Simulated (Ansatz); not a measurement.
Consider the following.

```
ZnO
1.0
    3.34748     0.00000     0.00000
    1.67374     2.89900     0.00000
    0.00000     0.00000     5.19095
Zn O
2 2
Cartesian
  3.34748   1.93267   0.03622
  1.67374   0.96633   2.63170
  3.34748   1.93267   3.20915
  1.67374   0.96633   0.61368
```

No spin polarisation.

All numbers come from Ansatz (a quantum-chemistry and plane-wave program), PBE, PAW, cutoff 420 eV, no spin-orbit coupling, earlier PAW set. k-mesh 12×12×6 (Γ-centred); smearing 0.05 eV (Fermi–Dirac).

**Question.** Predict the band gap.

**Answer.** 0.75 eV.

**Question.** What width of the top valence band does the calculation give?

**Answer.** 1.66 eV.

**Question.** Estimate the pressure (mean of the normal stresses, compression positive).

**Answer.** -2.75 GPa.

The cells carry an imposed strain or load. No phonon test of stability was made. The cell was made from ZnO in the wurtzite structure (space group P6_3mc, No. 186) by this change: biaxial strain +2.06 %, plane normal [001], relaxed out of plane.
